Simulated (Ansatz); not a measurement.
Consider MoSi₂ (space group I4/mmm, No. 139; a = 3.1740 Å, c = 7.7787 Å; relaxed with 0.1 eV smearing). Axes: x, y, z lie along a, b, c of the conventional cell.

Level of theory: Ansatz (an electronic-structure program) LDA, no spin-orbit coupling.

Strains are applied to the cell and any free atomic positions relax.

One change was made to it. Results:

| quantity | base | after |
|---|---|---|
| energy relative to the base (free energy F) | 0 meV/atom | +8.2 meV/atom |
| shortest interatomic distance | 2.564 Å | 2.595 Å |

Q: Which of these changes matches the shifts?
(A) uniaxial strain ε_zz = −0.50 %
(B) uniaxial strain ε_zz = +0.50 %
(C) uniaxial strain ε_zz = −1.50 %
(D) uniaxial strain ε_zz = +2.00 %
(E) uniaxial strain ε_zz = −2.50 %

A: D, uniaxial strain ε_zz = +2.00 %. For comparison, the energy relative to the base in the other runs: uniaxial strain ε_zz = −1.50 % gives +5.1 meV/atom; uniaxial strain ε_zz = +0.50 % gives +0.5 meV/atom; uniaxial strain ε_zz = −2.50 % gives +15 meV/atom; uniaxial strain ε_zz = −0.50 % gives +0.5 meV/atom.

Whether these cells are dynamically stable was not tested. The final runs are not spin-polarised.
